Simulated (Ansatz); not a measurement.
Effect of uniaxial strain ε_zz = +1.00 % on MgS

The parent structure is MgS in the rock salt structure (space group Fm-3m, No. 225; a = 5.129 Å). Axes: x, y, z lie along the cube axes.

It is then changed as follows: uniaxial strain ε_zz = +1.00 %, all other strain components held at zero, atoms relaxed at fixed cell.

The values are results of DFT with LDA, PAW potentials and a 420 eV plane-wave cutoff in Ansatz (an electronic-structure program), no SOC, not measurements. Settings: 11×11×11 k-points, 0.05 eV Fermi–Dirac smearing.

| quantity | base | changed | shift |
|---|---|---|---|
| volume per atom | 16.87 Å³ | 17.04 Å³ | +0.17 Å³ |
| space group | Fm-3m (No. 225) | I4/mmm (No. 139) | – |
| shortest interatomic distance | 2.565 Å | 2.565 Å | 0.000 Å |
| energy relative to the base (free energy F) | 0 meV/atom | +0.8 meV/atom | +0.8 meV/atom |
| pressure (mean of the normal stresses, compression positive) | 0.00 GPa | -0.80 GPa | -0.794 GPa |
| band gap | 2.65 eV | 2.58 eV | -0.07 eV |
| gap character | – | indirect, Γ → X | – |
| smallest direct gap | 3.83 eV | 3.72 eV | -0.11 eV |
| electron mass | 0.53 mₑ along k, 0.28 mₑ across (at X) | 0.52 mₑ along k, 0.29 mₑ across (at X) | – |
| hole mass | – | 0.24 mₑ along z, 0.91 mₑ across (at Γ) | – |
| valence-band top at Γ (three highest levels, from the VBM) | 0.00, 0.00, 0.00 eV | 0.00, -0.04, -0.04 eV | – |
| valley order (the lowest conduction-band minima on the path, energy above the VBM, named in the base's zone) | X along ⟨100⟩ 2.65 eV; Γ 3.83 eV | X along [100] 2.58 eV; X along [001] 2.64 eV; Γ 3.72 eV | – |
| stress (xx, yy, zz, yz, xz, xy; compression positive) | – | (-0.42, -0.42, -1.55, 0.00, 0.00, 0.00) GPa | – |

Effective masses come from finite differences of ±0.01 Å⁻¹. Along k means along the line from Γ to the band edge. Whether these cells are dynamically stable was not tested. Labels are those of the standard path for the cell's own space group.
